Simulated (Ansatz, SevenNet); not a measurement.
## SnBi₂Te₄ (R-3m, No. 166, 7 atoms in the cell; start mp-38605): properties by level of theory

| level (code) | equilibrium lattice constant a (Å) | c axis length (Å) |
|---|---|---|
| SevenNet-l3i5 | 4.467 | 42.949 |
| PBE (Ansatz) | 4.470 | 43.192 |
| PBEsol (Ansatz) | 4.399 | 41.212 |

Caveats: the relaxation could not lower the start's symmetry, so the cell can be a saddle point above a distorted one (SevenNet-l3i5). Ansatz's density-functional and Hartree–Fock values are scalar-relativistic unless marked +SOC, with PAW data made under PBE.

The computed numbers hold no vibrational or temperature effects.

A start named mp-… is a Materials Project structure, which need not be a measured phase.

Ansatz is a first-principles code.
